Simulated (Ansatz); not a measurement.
**N on the 1x1 (110) surface of bcc Fe, ferromagnetic, one in a 2x2 cell, started at the site 'bridge Fe-Fe (span 2.8 Å)'**

All values below come from PBE (plane waves to 420 eV, PAW; Ansatz, a program for electronic structure).

Set-up: 21 atoms, 8.0 Å thick at the start under the adsorbate (thin: gaps and levels are the slab's own); mesh 6x6x1; 0.1 eV smearing; dipole correction on; 8 atoms held, the rest relaxed; start symmetry kept, larger cells not searched; spin-polarised, no spin-orbit, no U, no dispersion correction. At the end it is bonded to 4 Fe. In PBE it is, or lies within 0.03 eV of, the lowest of the starts that converged.

The adsorption energy against ½ N2(g) is -1.32 eV and the work function of the top face is 4.97 eV. The change of the work function comes out as 0.17 eV. The change of the step from the bottom to the top vacuum level, against the clean slab is 0.17 eV and the energy released by relaxation is 1.88 eV. The height of the binding atom over the mean of the host atoms within 0.3 Å of the top one comes out as 0.661 Å and the magnetic moment of the cell is 45.74 μB. The nearest host atoms of the binding atom comes out as Fe at 1.78 Å, Fe at 1.78 Å, Fe at 1.97 Å, the largest move of a host atom comes out as 0.22 Å and the caution comes out as the clean host was not checked against rearrangement in a larger or rattled cell. The cost is roughly 25 core-minutes.

A negative adsorption energy means that the adsorbate is more stable on the surface than in its reference.
